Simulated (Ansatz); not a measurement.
## AlB2-type HfB2

These are r²SCAN+rVV10 (Ansatz, a quantum-chemistry and plane-wave program, plane waves, PAW) values and carry that method's errors.

Settings: plane-wave cutoff 500 eV, 18×18×12 k mesh (along the axes of the cell as run), Fermi–Dirac smearing 0.05 eV, scalar-relativistic PAW data made under PBE.

Cell: relaxed at this level.

```json
{
 "equilibrium_volume_per_atom": "9.83 Å³/atom",
 "equilibrium_lattice_constant_a": "3.132 Å",
 "c axis length": "3.471 Å"
}
```

Measured, for comparison: equilibrium volume per atom 9.91 Å³/atom (room temperature, no zero-point or thermal correction; as tabulated in Burrage et al. (2022), doi:10.3390/ma15082762); lattice constant a 3.14 Å, lattice parameter c 3.48 Å (temperature not stated, copied from a table, unchecked, no zero-point or thermal correction; as tabulated in Journal of Nuclear Materials 21, 14 (1967)). Computed (rounded) less measured: equilibrium volume per atom -0.8 %, lattice constant a not scored (unchecked), lattice parameter c not scored (unchecked). A static lattice is as a rule a little smaller and stiffer than an uncorrected measurement, which narrows the difference in the equilibrium volume per atom and would widen misses of the other sign.

Spin–orbit coupling is not included.
